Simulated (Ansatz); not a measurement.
# Pt, response to strain

Consider Pt in the fcc (Cu type) structure (space group Fm-3m, No. 225; a = 3.9418 Å; relaxed with 0.1 eV smearing). Axes: x, y, z lie along the cube axes.

Strains are applied to the cell and any free atomic positions relax; under biaxial strain the out-of-plane vector relaxes too.

Computed with Ansatz (a quantum-chemistry and plane-wave program), r2SCAN, PAW, cutoff 500 eV, no spin-orbit coupling.

Notes on the quantities. pressure: mean of the normal stresses, compression positive.

| variant | out-of-plane strain | pressure |
|---|---|---|
| base | – | 0.0 GPa |
| biaxial strain +0.50 %, plane normal [001], relaxed out of plane | -0.72 % | -0.7 GPa |
| biaxial strain +1.00 %, plane normal [001], relaxed out of plane | -1.45 % | -1.4 GPa |
| biaxial strain +1.50 %, plane normal [001], relaxed out of plane | ___ | ___ |
| biaxial strain +2.00 %, plane normal [001], relaxed out of plane | -2.94 % | -2.4 GPa |
| biaxial strain +2.50 %, plane normal [001], relaxed out of plane | -3.69 % | -2.7 GPa |
| biaxial strain +3.00 %, plane normal [001], relaxed out of plane | -4.46 % | -3.1 GPa |

What belongs in the blanks?


- biaxial strain +1.50 %, plane normal [001], relaxed out of plane, out-of-plane strain: -2.19 %
- biaxial strain +1.50 %, plane normal [001], relaxed out of plane, pressure: -1.9 GPa

Stability against distortions was not tested. The final runs are not spin-polarised.
